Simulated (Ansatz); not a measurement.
**Sr, response to strain**

Start from Sr in the fcc (Cu type) structure (space group Fm-3m, No. 225; a = 5.923 Å).

Strains are applied to the cell and any free atomic positions relax.

Calculations: PBEsol in Ansatz (plane waves to 420 eV, PAW, no spin-orbit coupling).

Candidates:
(a) isotropic strain −2.00 %
(b) isotropic strain −0.50 %
(c) isotropic strain −3.00 %
(d) isotropic strain +3.00 %
(e) isotropic strain −2.50 %

Notes on the quantities. energy relative to the base: free energy F.

Problem. Order them by energy relative to the base, lowest first.

Solution. (b) isotropic strain −0.50 % (+0.5 meV/atom), (a) isotropic strain −2.00 % (+7.6 meV/atom), (e) isotropic strain −2.50 % (+12 meV/atom), (d) isotropic strain +3.00 % (+15 meV/atom), (c) isotropic strain −3.00 % (+17 meV/atom)

No phonon test of stability was made.

Ansatz is a program for electronic structure.
